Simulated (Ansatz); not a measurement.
For BAs (model structure, P6₂22, No. 180, 6 atoms in the cell), PBEsol in Ansatz (plane waves, PAW) gives:

| Quantity | Value |
|---|---|
| equilibrium lattice constant a | 3.429 Å |
| c axis length | 7.403 Å |
| bulk modulus B0 | 148 GPa |
| cohesive energy | 4.67 eV/atom |
| band gap | 0.31 eV |

Question: What does r²SCAN (Ansatz, a quantum-chemistry and plane-wave program, PAW) give for the same quantities?

Answer: 
- lattice constant a: 3.447 Å (rises by 0.5 %)
- lattice parameter c: 7.460 Å (increases by 0.8 %)
- bulk modulus: 144 GPa (shrinks by 2.7 %)
- cohesive energy: 4.14 eV/atom (decreases by 0.53 eV/atom)
- band gap: 0.67 eV (increases by 0.36 eV)

Changes are worked out from the printed values.

Unless a cell is named, each level is at its own relaxed cell (PBEsol 12.56, r²SCAN 12.79 Å³/atom).

Levels without +SOC have no spin–orbit coupling; where heavier elements are present it shifts gaps, mostly down, and can invert bands. Density-functional gaps are differences of (generalised) Kohn–Sham levels.

Caveats: the bulk modulus is −V dP/dV from two relaxed cells at ±2 % in volume (PBEsol, r²SCAN). Ansatz's density-functional and Hartree–Fock values are scalar-relativistic unless marked +SOC, with PAW data made under PBE.

A model structure was made by putting elements into a prototype or built by hand; it is no filed structure, need not be a known phase, and can be a saddle point held by its symmetry.
